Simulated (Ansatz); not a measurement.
An Ansatz (a program for electronic structure) input (r2SCAN (Ansatz; PAW; 500 eV plane waves; no SOC), earlier PAW set):

Ansatz 0.2 input:
```yaml
crystal:
  lattice:
    - [4.0749760278, 0, 0]
    - [2.0374880139, 3.5290327599, 0]
    - [2.0374880139, -1.1763442533, 3.249092157]
  atoms:
    - { symbol: Ge, position: [0, 0.5, 0.5] }
    - { symbol: Ge, position: [0.5, 0.75, 0.25] }
basis: { ecutwfc: 500, ecutrho_ratio: 4, xc_grid: 4, fft_grid_basis: typed }
kpoints: { mp_grid: { grid: [10, 10, 10] } }
hamiltonian:
  xc: r2scan
  dispersion: none
  pseudopotentials: { azcp: { folder: ./paw }, kind: paw }
scf: { occupations: { method: fermi_dirac, width: 0.05 } }
relax: { f_tol: 0.005, max_steps: 50, cell: { stress_tol: 0.01, fix: [a, b, gamma] } }
output: { forces: true, stress: true }
checkpoint: { write: state.ck, write_every: 1000 }
```

**Question.** Which symmetry and how many k-points will the program report, and about how many plane waves at Γ?

**Answer.** Space group R-3m (ITA 166) with 12 operations, k-points 116 of 1000, and 1217 plane waves at Γ.

**Question.** And the final pressure?

**Answer.** -1.72 GPa (compression positive).

The cells carry an imposed strain or load. Stability against distortions was not tested. The cell was made from Ge in the diamond structure (space group Fd-3m, No. 227) by this change: biaxial strain +1.59 %, plane normal [111], relaxed out of plane.
